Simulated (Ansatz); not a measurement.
For rock-salt VN (cubic form, which distorts at low temperature), RPBE (Ansatz, a program for electronic structure, PAW) gives:

| Property | Value |
|---|---|
| lattice constant a | 4.142 Å |
| bulk modulus | 296 GPa |
| cohesive energy | 5.74 eV/atom |

What does rVV10 (Ansatz, PAW) give for the same quantities?


- lattice constant a: 4.150 Å (increases by 0.2 %)
- bulk modulus: 300 GPa (grows by 1.4 %)
- cohesive energy: 6.48 eV/atom (increases by 0.74 eV/atom)

For comparison: lattice constant a 4.136 Å (measured, room temperature, not corrected to a static lattice; as tabulated in Friedrich, Winkler, Juarez-Arellano, Bayarjargal, Materials 4, 1648 (2011)); bulk modulus 265 ± 5 GPa (measured, room temperature, no zero-point or thermal correction, our sources range from 265 to 300; as tabulated in Synthesis of Binary Transition Metal Nitrides, Carbides and Borides from the …).

Changes are worked out from the printed values.

Unless a cell is named, each level is at its own relaxed cell (RPBE 8.88, rVV10 8.93 Å³/atom).

The crystal itself was run without spin with RPBE, rVV10; a magnetic state was not tried in these runs.

Caveats: symmetry holds this phase in the static calculation, where it need not be a minimum (RPBE, rVV10). Ansatz's density-functional and Hartree–Fock values are scalar-relativistic unless marked +SOC, with PAW data made under PBE.
